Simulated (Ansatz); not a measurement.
Si under load (space group P6_3/mmc), r2SCAN with spin-orbit coupling, rigid bands run with Ansatz (a program for electronic structure). Condition of this run: uniaxial stress along c of -1.8 GPa (compression positive) (the target of the relaxation). Band gap 0.62 eV, N_c = 2.87e19 cm⁻³ and N_v = 8.29e18 cm⁻³ at 300 K, conductivity masses along x (a = (3.82, 0.00, 0.00) Å; b = (-1.91, 3.31, 0.00) Å; c = (0.00, 0.00, 6.38) Å) of 0.201 mₑ (electrons) and 0.377 mₑ (holes). Take k_BT = 0.02585 eV.

Q: A film of it is 8 nm thick, with its normal along the direction named. Estimate the confinement energies in an infinite well.

A: ħ²π²/(2m t²) = 0.376 eV·nm²/(m/mₑ × t²) gives 29.2 meV for electrons and 15.6 meV for holes, so the gap would widen to about 0.66 eV. Finite barriers and nonparabolic bands lower this, and with several valleys or bands the heaviest mass along the normal sets the lowest level, not this average.

Q: Find the intrinsic carrier density and the intrinsic Fermi level.

A: n_i = √(N_c N_v) exp(−E_g/2k_BT) = 1.54e19 × exp(−11.99) = 9.6e13 cm⁻³. The level lies (k_BT/2) ln(N_v/N_c) = -16 meV from mid-gap (positive towards the conduction band). Each 0.1 eV added to the gap lowers n_i by a factor of 6.9.

Q: What built-in voltage has an abrupt junction with N_A = 1e16 and N_D = 1e18 cm⁻³, all dopants ionised?

A: V_bi = E_g/e − (k_BT/e) ln(N_c N_v/(N_A N_D)) = 0.62 − 0.02585 × 10.08 = 0.36 V, for the computed gap.

Rigid bands with the computed gap; masses take one relaxation time for all states. Geometry: cell and atoms relaxed with PBEsol.
